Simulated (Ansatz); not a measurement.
Start from HgTe in the zinc blende structure (space group F-43m, No. 216; a = 6.651 Å).

Level of theory: PBE (Ansatz, an electronic-structure program; PAW; 420 eV plane waves; spin-orbit coupling left out).

One change was made to it. Results:

```json
[
 {"quantity": "density", "base": "7.41 g/cm³", "after": "8.78 g/cm³"},
 {"quantity": "shortest interatomic distance", "base": "2.880 Å", "after": "2.721 Å"}
]
```

### Question
What was done to the base?
A) pressure 22.5 GPa
B) pressure 9 GPa
C) pressure 0.9 GPa

### Answer
B, pressure 9 GPa. For comparison, the density in the other runs: pressure 0.9 GPa gives 7.59 g/cm³; pressure 22.5 GPa gives 10.02 g/cm³.

Load acts through the strain it causes; cell and atoms are relaxed under it. No phonon test of stability was made. Tetrahedral semiconductors of this kind turn to denser phases somewhere between about 1 and 50 GPa; those were not computed, so compressed cells here can lie past the real transition. All final runs are without spin polarisation.
